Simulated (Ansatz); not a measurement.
## Hypothetical zinc blende PbTe: pressure series

Base system: PbTe in the zinc blende structure (space group F-43m, No. 216; a = 7.3356 Å; a hypothetical phase, not in the database extracts checked).

Cell and atoms are relaxed at each pressure.

Levels (all Ansatz, a quantum-chemistry and plane-wave program, PAW, earlier PAW set): PBE (420 eV, without spin-orbit coupling); r2SCAN (500 eV, spin-orbit coupling left out).

The base cell above is that of PBE; each level relaxes its own structures.

```json
[
 {"case": "pressure −2 GPa", "band gap, PBE": "0.81 eV", "band gap, r2SCAN": "0.94 eV"},
 {"case": "pressure −1 GPa", "band gap, PBE": "0.72 eV", "band gap, r2SCAN": "0.84 eV"},
 {"case": "pressure 3 GPa", "band gap, PBE": "0.40 eV", "band gap, r2SCAN": "0.51 eV"},
 {"case": "pressure 7 GPa", "band gap, PBE": "0.11 eV", "band gap, r2SCAN": "0.22 eV"},
 {"case": "pressure 15 GPa", "band gap, PBE": "zero", "band gap, r2SCAN": "zero"},
 {"case": "pressure 30 GPa", "band gap, PBE": "zero", "band gap, r2SCAN": "zero"},
 {"case": "pressure 50 GPa", "band gap, PBE": "zero", "band gap, r2SCAN": "zero"},
 {"case": "pressure 75 GPa", "band gap, PBE": "zero", "band gap, r2SCAN": "zero"},
 {"case": "pressure 100 GPa", "band gap, PBE": "zero", "band gap, r2SCAN": "zero"}
]
```

The two levels differ by at most about 0.12 eV. They put the cases in the same order.

The mesh was chosen for an insulator and is coarse for the gapless case. Spin-orbit coupling, missing from the scalar runs, can matter with Pb and Te. Load acts through the strain it causes; cell and atoms are relaxed under it. Whether these cells are dynamically stable was not tested. No other phases were tried under pressure. All final runs are without spin polarisation. A zero or small gap of PbTe under pressure 7 GPa, PbTe under pressure 15 GPa and PbTe under pressure 30 GPa can be the functional's error rather than a property of the material.
